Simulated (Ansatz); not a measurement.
The starting structures come from a database of crystals and need not be the phases stable at ambient conditions.

 Where the default PAW files enter, the runs use the earlier of Ansatz's two default sets.

The decay constant κ of evanescent states in the gap governs leakage through a thin film.

Data:

```
CELL_PARAMETERS angstrom
      4.29685     0.00000     0.00000
     -2.14843     7.17113     0.00000
      0.00000     0.00000    10.81312
ATOMIC_POSITIONS crystal
  Ba 0.24875 0.49750 0.75000
  Ba 0.75125 0.50250 0.25000
  Y  0.00000 0.00000 0.50000
  Y  0.00000 0.00000 0.00000
  Ag 0.53038 0.06076 0.75000
  Ag 0.46962 0.93924 0.25000
  Se 0.36454 0.72908 0.05009
  Se 0.63546 0.27092 0.94991
  Se 0.63546 0.27092 0.55009
  Se 0.36454 0.72908 0.44991
  Se 0.07959 0.15918 0.25000
  Se 0.92041 0.84082 0.75000
```

Space group of this cell: Cmcm. The cell is taken as given; by r2SCAN its mean pressure is -1.2 GPa.

Transport runs along the normal of the first two printed cell vectors.

The gap is the functional's own. No spin-orbit coupling. Mid-gap values are interpolated on the energy grid.

Task: Give the band gap and the smallest decay constant κ at mid-gap that r2SCAN in Ansatz (an electronic-structure program) yields.

Result: Gap 1.70 eV on a 8×8×4 mesh; κ = 0.173 1/Å, at the zone centre.
